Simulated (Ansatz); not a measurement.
Abridged Ansatz (a quantum-chemistry and plane-wave program) output:

```
Pseudopotential: Nb, paw, valence charge 13
Pseudopotential: Sn, paw, valence charge 14
Crystal: 8 atoms, lattice volume = 149.247 Å³
Basis set: ecut = 500 eV, 3791 PW (Γ), exchange–correlation on 160×160×160 points (64 copies of the dense FFT grid, shifted against one another)
Bands: 61, of which v1, the nominal top of the filled ones, is band 53 counted from 1 (52 counted from 0)
Symmetry: 48 space group operations
k-points: 35 of 729
Functional: x = r2scan, c = r2scan; τ floored in thin density (d = 2e-4 eV/Å³)
SCF iter   1: F=—  HF=-39460.907160 eV  |F-HF|=—  |Δ(HF+E_count)|=         —  Δρ=9.46e-3  dr2=1.31e-1  dr2_τ=8.70e-2  ethr=1.77e-3  ⟨swp⟩=6.6  Hψ=7626  notcnv=0  defer=3
SCF iter   2: F=—  HF=-39460.917589 eV  |F-HF|=—  |Δ(HF+E_count)|=   1.04e-2  Δρ=5.23e-3  dr2=3.82e-2  dr2_τ=1.77e-3  ethr=1.24e-4  ⟨swp⟩=2.0  Hψ=3387  notcnv=0  defer=41
SCF 1 converged in 8 iterations: F = -39460.912437 eV  dr2 = 2.32e-10
SCF converged after 8 iterations
Free energy (F): -39460.912437 eV
Internal energy: -39460.807944 eV  (E = F + TS)
E sigma→0 (E₀):  -39460.860191 eV
Entropy (-TS):   -0.104493 eV (-13.062 meV/atom)
Fermi energy:    17.005222 eV
--- Forces (eV/Å), atoms counted from 1 ---
  atom   1  Nb    -0.00000000     0.00000000     0.00000000
  atom   2  Nb     0.00000000    -0.00000000     0.00000000
  atom   3  Nb    -0.00000000     0.00000000    -0.00000000
  atom   4  Nb    -0.00000000    -0.00000000    -0.00000000
  atom   5  Nb     0.00000000    -0.00000000     0.00000000
  atom   6  Nb    -0.00000000    -0.00000000     0.00000000
  atom   7  Sn     0.00000000    -0.00000000     0.00000000
  atom   8  Sn     0.00000000    -0.00000000     0.00000000
--- Stress (GPa, compression-positive) ---
       -0.000029      -0.000000       0.000000
        0.000000      -0.000029       0.000000
        0.000000       0.000000      -0.000029
  P = ⅓ Tr σ = -0.0000 GPa (-0.000 kbar)
```

Problem. What was computed, and what are the main results?

Solution. Nb3Sn, 8 atoms in the cell, with r2SCAN (Ansatz), without spin-orbit coupling. The last SCF converged to F = -39460.912437 eV, or -4932.6141 eV per atom, at a pressure of 0.00 GPa. The total energy compares only with runs of the same code, potentials and settings.

No phonon test of stability was made. The final runs are not spin-polarised. The cell is Nb3Sn in the A15 (Cr3Si type) structure (space group Pm-3n, No. 223).
